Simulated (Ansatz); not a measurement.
# ZnCu2SnSe4: Sn vacancy, symmetric start

Start from a 24-atom supercell of ZnCu$_{2}$SnSe$_{4}$ (space group I-4, No. 82; a = 5.658 Å, c = 11.318 Å) at its relaxed geometry.

Perturbation: one Sn atom is removed, atoms relaxed at fixed cell.

Calculations: PBEsol, PAW, 420 eV (Ansatz, a quantum-chemistry and plane-wave program; no SOC). k-mesh 4×4×2 (Γ-centred); smearing 0.05 eV (Fermi–Dirac).

| quantity | base | changed | shift |
|---|---|---|---|
| energy gained by relaxation | – | 0.33 eV | – |
| largest displacement of a host atom from its site in the perfect cell | – | 0.26 Å | – |
| mean distance from the defect site to its nearest host atoms | 2.59 Å | 2.44 Å | -0.15 Å |

In so small a cell the defect repeats every few ångströms: this is an ordered compound, not a dilute defect. The mesh was chosen for an insulator and is coarse for the gapless case. The defect started on the symmetric site and kept its symmetry, so it may sit on a saddle. The final runs are not spin-polarised. The defect cell is not spin-polarised.
